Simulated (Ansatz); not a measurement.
**Ti₃Al (space group P6_3/mmc, No. 194)**

Ti3Al is taken in the hexagonal space group P6₃/mmc (No. 194), Pearson symbol hP8. Lattice parameters: a = 5.7474 Å, b = 5.7474 Å, c = 4.6319 Å, α = 90.00°, β = 90.00°, γ = 120.00°. Ti on 6h is coordinated by 8 Ti at 2.813–2.934 Å and 4 Al at 2.829–2.874 Å (anticuboctahedral). Al on 2c is surrounded by 12 Ti at 2.829–2.874 Å (anticuboctahedral). (Neighbours: up to the widest gap in distance over summed covalent radii, below 1.35, at either atom.)

Level of theory: Kohn–Sham DFT with the r2SCAN functional, run in Ansatz (a first-principles code) with PAW and 500 eV plane waves, scalar-relativistic without spin-orbit coupling, earlier PAW set. Γ-centred 10×10×10 mesh, Fermi–Dirac width 0.05 eV.

```json
{
  "volume_per_atom": "16.56 Å³",
  "density": "4.28 g/cm³",
  "band_gap": "zero",
  "total_energy": "-2013.691 eV/atom (σ→0; compares only within this code and set-up)"
}
```

Whether these cells are dynamically stable was not tested. All final runs are without spin polarisation.
